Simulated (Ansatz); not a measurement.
Computed with PBE (plane waves to 420 eV, PAW; Ansatz, a quantum-chemistry and plane-wave program).

Electrostatic potential energy of an electron, averaged over planes parallel to the surface, in eV from the Fermi level, for a constructed model of the (100) surface of fcc Ir, a layer of Mn in place of the second plane (bottom of the slab: a bare face, its two planes held):

(z (Å), V (eV)): (3.76, 5.52); (4.04, 5.52); (4.33, 5.52); (4.62, 5.52); (4.91, 5.52); (5.20, 5.50); (5.49, 5.48); (5.78, 5.42); (6.07, 5.30); (6.36, 5.02); (6.64, 4.42); (6.93, 3.09); (7.22, 0.00); (7.51, -7.03); (7.80, -15.10); (8.09, -19.64); (8.38, -18.56); (8.67, -12.69); (8.96, -5.87); (9.24, -4.83); (9.53, -11.09); (9.82, -17.88); (10.11, -20.58); (10.40, -17.86); (10.69, -11.17); (10.98, -5.25); (11.27, -6.89); (11.56, -13.87); (11.84, -19.42); (12.13, -20.15); (12.42, -15.64); (12.71, -8.37); (13.00, -4.20); (13.29, -8.07); (13.58, -15.27); (13.87, -19.90); (14.16, -19.27); (14.44, -13.71); (14.73, -6.51); (15.02, -4.00); (15.31, -8.21); (15.60, -12.63); (15.89, -13.70); (16.18, -11.21); (16.47, -7.21); (16.76, -8.52); (17.04, -14.94); (17.33, -19.54); (17.62, -19.03); (17.91, -13.29); (18.20, -5.04); (18.49, 0.88); (18.78, 3.26); (19.07, 4.32); (19.36, 4.80); (19.64, 5.02); (19.93, 5.11); (20.22, 5.16); (20.51, 5.18); (20.80, 5.19); (21.09, 5.19); (21.38, 5.20); (21.67, 5.20); (21.96, 5.20)

Set-up: 6 atoms, 9.7 Å thick at the start (thin: gaps and levels are the slab's own); mesh 14x14x1; 0.1 eV smearing; dipole correction on; 2 atoms held, the rest relaxed; start symmetry kept, larger cells not searched; spin-polarised, ending with about 2.3 μB a cell; orders that need a larger cell were not tried, no spin-orbit, no U. It is one candidate, not shown to be the stable structure of the face.

Question: The surface cell has an area of 7.49 Å². What dipole along the normal does the step between the two vacuum levels imply?

Answer: the top vacuum level lies 0.33 eV below the bottom one; p = −ε₀ A ΔV (ε₀ = 0.005526 e/(V·Å)) gives 0.01 e·Å a cell.
